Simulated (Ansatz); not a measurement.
Take BeSe in the zinc blende structure (space group F-43m, No. 216; a = 5.129 Å) as the base.

Method: PBEsol (Ansatz, a quantum-chemistry and plane-wave program), no SOC.

For the base:

```
Property                 Result
-------------------  ----------
Band gap                2.47 eV
Lattice parameter a  9.692 bohr
```

The change: a hydrostatic pressure of 10 GPa.

Predict the new band gap and lattice parameter a.

The band gap drops by 0.25 eV to 2.22 eV; the lattice parameter a drops by 0.3276 bohr (9.692 bohr → 9.365 bohr).

Load acts through the strain it causes; cell and atoms are relaxed under it. No phonon test of stability was made. Competing high-pressure phases were not computed.
